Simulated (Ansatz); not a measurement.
## CaF2: pressure series

The parent structure is CaF2 in the fluorite structure (space group Fm-3m, No. 225).

```yaml
crystal:
  lattice:
    - [0.00000, 2.71957, 2.71957]
    - [2.71957, 0.00000, 2.71957]
    - [2.71957, 2.71957, 0.00000]
  atoms:
    - { symbol: Ca, position: [0.00000, 0.00000, 0.00000] }
    - { symbol: F, position: [0.25000, 0.25000, 0.25000] }
    - { symbol: F, position: [0.75000, 0.75000, 0.75000] }
```

Cell and atoms are relaxed at each pressure.

The values are results of r2SCAN (Ansatz, a program for electronic structure; PAW; 500 eV plane waves; no SOC), not measurements.

```csv
pressure (GPa),volume per atom (Å³/atom)
-2,13.730
-1,13.565
0,13.409
1.8,13.154
4.2,?
9,12.338
18,11.600
30,10.878
60,9.701
```

Fit the third-order Birch–Murnaghan form P(V) = (3B₀/2)[(V₀/V)^(7/3) − (V₀/V)^(5/3)]·[1 + (3/4)(B₀′ − 4)((V₀/V)^(2/3) − 1)] (squares taken in P) to the rows shown and predict the withheld row.

Least squares on the printed values gives V₀ = 13.410 Å³/atom, B₀ = 90.0 GPa, B₀′ = 4.4; this predicts 12.852 Å³/atom, and the run gives 12.850 Å³/atom, 0.002 lower.

Load acts through the strain it causes; cell and atoms are relaxed under it. Stability against distortions was not tested. No other phases were tried under pressure.
